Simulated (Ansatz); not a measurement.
# ZnO, response to strain

Start from ZnO in the wurtzite structure (space group P6_3mc, No. 186; a = 3.230 Å, c = 5.214 Å). Axes: x lies along a and z along c of the hexagonal cell.

Strains are applied to the cell and any free atomic positions relax.

The values are results of PBEsol (Ansatz, a program for electronic structure; PAW; 420 eV plane waves; no SOC), not measurements.

Notes on the quantities. energy relative to the base: free energy F; pressure: mean of the normal stresses, compression positive.

| change | energy relative to the base | shortest interatomic distance | pressure | band gap |
|---|---|---|---|---|
| base | 0 meV/atom | 1.969 Å | 0.00 GPa | 0.70 eV |
| uniaxial strain ε_zz = −3.00 % | +7.1 meV/atom | 1.950 Å | 4.59 GPa | 0.78 eV |
| uniaxial strain ε_zz = −2.40 % | +4.6 meV/atom | 1.953 Å | 3.63 GPa | 0.77 eV |
| uniaxial strain ε_zz = −1.80 % | +2.6 meV/atom | 1.957 Å | 2.69 GPa | 0.75 eV |
| uniaxial strain ε_zz = −1.20 % | +1.1 meV/atom | 1.961 Å | 1.78 GPa | 0.74 eV |
| uniaxial strain ε_zz = −0.60 % | +0.3 meV/atom | 1.965 Å | 0.88 GPa | 0.72 eV |

Whether these cells are dynamically stable was not tested.
